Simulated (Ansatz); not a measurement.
Take Mg2Sn (space group Fm-3m, No. 225; a = 6.8176 Å; relaxed with 0.1 eV smearing) as the base.

Method: Ansatz (a program for electronic structure), PBE, PAW, cutoff 420 eV, scalar-relativistic without spin-orbit coupling.

Before the change:

```
Property   Result
--------  -------
Pressure  0.0 GPa
```

One thing is altered: an isotropic linear strain of +0.52 %; the atoms relax in the strained cell.

### Question
What happens to the energy relative to the base?

### Answer
The energy grows by 0.8 meV/atom.

### Question
What does the calculation give for the pressure after the change?

### Answer
The pressure goes from zero to -0.6 GPa.

Stability against distortions was not tested.
